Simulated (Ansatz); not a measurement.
Consider the following.

Host crystal: monoclinic ZrO2, with a band gap (PBE, scalar-relativistic without spin-orbit coupling).

End structure of the 1x1 (100) surface of monoclinic ZrO2 (cut with top plane 2 O):

```xyz
24
Lattice="5.2418 0.0000 0.0000 0.0000 5.3788 0.0000 0.0000 0.0000 29.0000" Properties=species:S:1:pos:R:3 pbc="T T T"
O      1.0287     4.6930     9.7952
O      1.5922     2.0036     9.7952
Zr     0.3851     0.8845    10.8571
Zr     2.2357     3.5739    10.8571
O      3.8845     4.8514    11.6201
O      3.9781     2.1620    11.6201
O      1.2717     2.3532    12.3069
O      1.3492     5.0426    12.3069
Zr     2.9062     0.9371    13.0821
Zr     4.9565     3.6265    13.0821
O      3.4997     2.6974    14.1411
O      4.3629     5.3869    14.1411
O      0.8788     3.6274    14.8589
O      1.7420     0.9380    14.8589
Zr     0.2853     0.0089    15.9179
Zr     2.3356     2.6983    15.9179
O      3.8926     3.9717    16.6931
O      3.9701     1.2823    16.6931
O      1.2636     1.4734    17.3799
O      1.3573     4.1628    17.3799
Zr     3.0060     0.0615    18.1429
Zr     4.8566     2.7509    18.1429
O      3.6495     1.6319    19.2048
O      4.2131     4.3213    19.2048
```

Slab: 24 atoms, 9.4 Å thick at the start (thin: gaps and levels are the slab's own); k 4x4x1, smearing 0.01 eV, dipole-corrected; single point; on the structure that PBE left under its start's symmetry; no spin, no spin-orbit, no U.

Task: Predict the gap of the slab on its k-mesh from Ansatz (a first-principles code) with r2SCAN, at the PBE geometry.

Result: 3.92 eV

Task: Predict the highest filled level below the top vacuum level from r2SCAN, at the PBE geometry.

Result: 7.59 eV
